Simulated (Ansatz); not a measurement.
Cubic perovskite KZnF₃, treated with PBEsol (Ansatz, an electronic-structure program, PAW).

Settings: plane-wave cutoff 520 eV, 8×8×8 k mesh, Fermi–Dirac smearing 0.01 eV, scalar-relativistic PAW data made under PBE.

Computed at the level's own relaxed cell.

Estimate the lattice parameter a, bulk modulus, pressure derivative B′ of the bulk modulus, equilibrium volume per atom and band gap that the calculation returns.


* **lattice parameter a**: 4.052 Å
* **bulk modulus**: 79.8 GPa
* **pressure derivative B′ of the bulk modulus**: 4.7
* **equilibrium volume per atom**: 13.31 Å³/atom
* **band gap**: 3.71 eV (indirect)

Measured, for comparison: lattice constant a 4.055 Å, equilibrium volume per atom 13.34 Å³/atom (room temperature, no zero-point or thermal correction; as tabulated in Dubrovin et al. (2021), arXiv:2110.13026); bulk modulus 80 GPa (temperature not stated, no zero-point or thermal correction, (C11+2C12)/3; as tabulated in Vaitheeswaran et al. (2016), arXiv:1609.00541). Computed (rounded) less measured: lattice constant a -0.1 %, bulk modulus -0.3 %, equilibrium volume per atom -0.2 %.

Computed values are for the static lattice.
